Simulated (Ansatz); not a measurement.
## Hypothetical P6_3/mmc SnSe2: pressure series

The parent structure is SnSe2 in the 2H-MoS2 type structure (space group P6_3/mmc, No. 194; a = 3.770 Å, c = 11.292 Å; a hypothetical phase, not in the database extracts checked; layered, stacked along the Cartesian z axis).

Cell and atoms are relaxed at each pressure.

Method: DFT with PBEsol-D3(BJ), PAW potentials and a 420 eV plane-wave cutoff in Ansatz (a program for electronic structure), no spin-orbit coupling.

Two rows of this table had their results exchanged by mistake.

```tsv
pressure	volume per atom (Å³)	shortest distance (Å)	band gap
pressure −2 GPa	23.95	2.802	zero
pressure −1 GPa	23.54	2.790	zero
pressure 0.3 GPa	23.05	2.776	zero
pressure 0.7 GPa	22.92	2.772	zero
pressure 1.5 GPa	22.66	2.765	zero
pressure 3 GPa	22.21	2.751	zero
pressure 5 GPa	20.59	2.701	zero
pressure 7.5 GPa	21.10	2.717	zero
pressure 10 GPa	21.68	2.735	zero
```

Task: Which two?

Result: The rows for pressure 5 GPa and pressure 10 GPa: the volume has to fall steadily with pressure, so 21.68 Å³ belongs to pressure 5 GPa and 20.59 Å³ to pressure 10 GPa.

Load acts through the strain it causes; cell and atoms are relaxed under it. Stability against distortions was not tested. No other phases were tried under pressure. The final runs are not spin-polarised.
